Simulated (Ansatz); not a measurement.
A computed series for ZnO: response to strain

The reference is ZnO in the wurtzite structure (space group P6_3mc, No. 186).

```
ZnO
1.0
    3.18693     0.00000     0.00000
   -1.59347     2.75997     0.00000
    0.00000     0.00000     5.15257
Zn O
2 2
Direct
  0.33333   0.66667   0.00179
  0.66667   0.33333   0.50179
  0.33333   0.66667   0.38021
  0.66667   0.33333   0.88021
```

Cartesian axes are those of the cell as printed.

Strains are applied to the cell and any free atomic positions relax.

All numbers come from LDA/PAW in Ansatz (a quantum-chemistry and plane-wave program), no spin-orbit coupling.

Notes on the quantities. pressure: mean of the normal stresses, compression positive; energy relative to the base: free energy F.

```
variant                         pressure   electron mass  energy relative to the base  volume per atom
------------------------------  --------  --------------  ---------------------------  ---------------
base                            0.00 GPa  0.15 mₑ (at Γ)                   0 meV/atom         11.33 Å³
uniaxial strain ε_xx = −3.00 %  5.11 GPa             [?]                          [?]         10.99 Å³
uniaxial strain ε_xx = −2.40 %       [?]  0.15 mₑ (at Γ)                +4.5 meV/atom         11.06 Å³
uniaxial strain ε_xx = −1.80 %  3.00 GPa  0.15 mₑ (at Γ)                +2.5 meV/atom         11.13 Å³
uniaxial strain ε_xx = −1.20 %  1.97 GPa  0.15 mₑ (at Γ)                +1.1 meV/atom         11.19 Å³
uniaxial strain ε_xx = −0.60 %  0.97 GPa  0.15 mₑ (at Γ)                +0.3 meV/atom         11.26 Å³
```

Question: What belongs in the blanks?

Answer: 
- uniaxial strain ε_xx = −3.00 %, electron mass: 0.16 mₑ (at Γ)
- uniaxial strain ε_xx = −3.00 %, energy relative to the base: +7.1 meV/atom
- uniaxial strain ε_xx = −2.40 %, pressure: 4.04 GPa

The levels and masses belong to the bands next to the band gap. Masses are band curvatures over ±0.01 Å⁻¹ around the edge. No phonon test of stability was made.
